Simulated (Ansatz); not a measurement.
Consider SiS2 (space group Ibam, No. 72; a = 5.8031 Å, b = 9.8918 Å, c = 5.5455 Å; made of chains). Axes: x, y, z lie along a, b, c of the conventional cell.

All numbers come from Kohn–Sham DFT with the r2SCAN functional, run in Ansatz (a program for electronic structure) with PAW and 500 eV plane waves, no spin-orbit coupling.

Before the change:

```
Item                Value
---------------  --------
Pressure          0.0 GPa
Volume per atom  26.53 Å³
```

One thing is altered: compressive biaxial strain of 3.58 % in the plane normal to [001], as in epitaxy on a mismatched substrate; the out-of-plane cell vector and the atoms relax.

What does the calculation give for the pressure, volume per atom and energy relative to the base after the change?

The pressure (mean of the normal stresses, compression positive) goes from zero to 0.4 GPa; the volume per atom drops by 1.844 Å³ (26.53 Å³ → 24.68 Å³); the energy increases by 3.4 meV/atom.

Stability against distortions was not tested. The final runs are not spin-polarised. No dispersion term is included, though the crystal is made of layers, chains or molecules, so its spacings can come out too wide.
